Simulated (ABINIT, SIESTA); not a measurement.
An ABINIT input for a relaxation of cell and atoms of NiAl (Pm-3m, 2 atoms in the cell) (DFT, PBE, plane waves, PAW (JTH v2.0 PBE PAW)):

```
# NiAl, JTH v2.0 PBE PAW
pp_dirpath "./"
pseudos "Al.GGA_PBE-JTH.xml, Ni.GGA_PBE-JTH.xml"
acell 3*1.0
rprim
         5.4613085002    0.0000000000    0.0000000000
         0.0000000000    5.4613085002    0.0000000000
         0.0000000000    0.0000000000    5.4613085002
natom 2
ntypat 2
znucl 13 28
typat 1 2
xred
         0.5000000000    0.5000000000    0.5000000000
         0.0000000000    0.0000000000    0.0000000000
ecut 60 Ry
pawecutdg 120 Ry
pawxcdev 0
occopt 3
tsmear 0.00367493
nband 16
kptopt 1
ngkpt 9 9 9
nshiftk 1
shiftk 0 0 0
nstep 80
tolvrs 1.0e-11
ionmov 22
ntime 40
tolmxf 2.0e-04
optcell 2
dilatmx 1.08
ecutsm 0.5
prtwf 0
prtden 0
prtvol 1
enunit 2
```

Problem. Write the same calculation as an input for SIESTA.

Solution. This is the input that was run; spellings and numerical settings could be chosen otherwise.

```
# files in the folder: Al.psml Ni.psml (PseudoDojo PBE standard)
SystemName  NiAl
SystemLabel siesta

NumberOfAtoms                2
NumberOfSpecies              2
%block ChemicalSpeciesLabel
  1 13 Al
  2 28 Ni
%endblock ChemicalSpeciesLabel
LatticeConstant              2.890000 Ang
%block LatticeVectors
     1.000000000    0.000000000    0.000000000
     0.000000000    1.000000000    0.000000000
     0.000000000    0.000000000    1.000000000
%endblock LatticeVectors
AtomicCoordinatesFormat      Ang
%block AtomicCoordinatesAndAtomicSpecies
     1.445000000    1.445000000    1.445000000  1
     0.000000000    0.000000000    0.000000000  2
%endblock AtomicCoordinatesAndAtomicSpecies

XC.functional                GGA
XC.authors                   PBE
PAO.BasisSize                TZP
PAO.EnergyShift              0.01 Ry
MeshCutoff                   350 Ry
%block kgrid.MonkhorstPack
    9   0   0  0.0
    0   9   0  0.0
    0   0   9  0.0
%endblock kgrid.MonkhorstPack
OccupationFunction           FD
ElectronicTemperature        100.0 meV

MaxSCFIterations             150
SCF.Mixer.Method             Broyden
SCF.Mixer.Weight             0.2
SCF.Mixer.History            8
SCF.DM.Tolerance             1.0E-05
Diag.ParallelOverK           true
MD.TypeOfRun                 CG
MD.Steps                     40
MD.MaxForceTol               0.02 eV/Ang
MD.VariableCell              true
MD.MaxStressTol              0.05 GPa
WriteForces                  true
```

Basis, cutoffs, solver keys and any potentials are the target program's own. This input uses DFT, GGA PBE, numerical atomic orbitals TZP, PseudoDojo PBE standard norm-conserving potentials (rewritten from UPF to PSML).

The starting cell has typed, rounded lattice constants, without a prior relaxation at this level.
